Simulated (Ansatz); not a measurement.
The parent structure is Rh in the fcc (Cu type) structure (space group Fm-3m, No. 225; a = 3.7551 Å; relaxed with 0.1 eV smearing). Axes: x, y, z lie along the cube axes.

Structures relaxed with DFT with LDA, PAW potentials and a 420 eV plane-wave cutoff in Ansatz (a first-principles code), no spin-orbit coupling.

Base:

Simulated powder pattern, Cu Kα1, λ = 1.54056 Å (kinematic, ideal powder, no thermal factors, no anomalous dispersion; the 10 strongest lines at most, above 2 %, up to 2θ = 90°):

```
2θ (°)  I/Imax (%)    hkl
------  ----------  -----
41.62          100  (111)
48.44           47  (200)
70.93           29  (220)
85.74           35  (311)
```

After one change:

Simulated powder pattern, Cu Kα1, λ = 1.54056 Å (kinematic, ideal powder, no thermal factors, no anomalous dispersion; the 10 strongest lines at most, above 2 %, up to 2θ = 90°):

```tsv
2θ (°)	I/Imax (%)
41.46	100
41.79	98
48.44	94
70.47	9.7
70.93	38
71.40	9.3
85.41	24
85.63	12
85.85	12
86.07	23
```

Q: What was done to the base?
A) tensor shear ε_xy = +1.43 %
B) tensor shear ε_xy = +1.14 %
C) tensor shear ε_xy = +0.57 %
D) tensor shear ε_xy = +1.71 %

A: C, tensor shear ε_xy = +0.57 %. Its volume per atom is 13.24 Å³ against 13.24 Å³, and its space group is Immm (No. 71).

The cells carry an imposed strain or load. No phonon test of stability was made. All final runs are without spin polarisation.
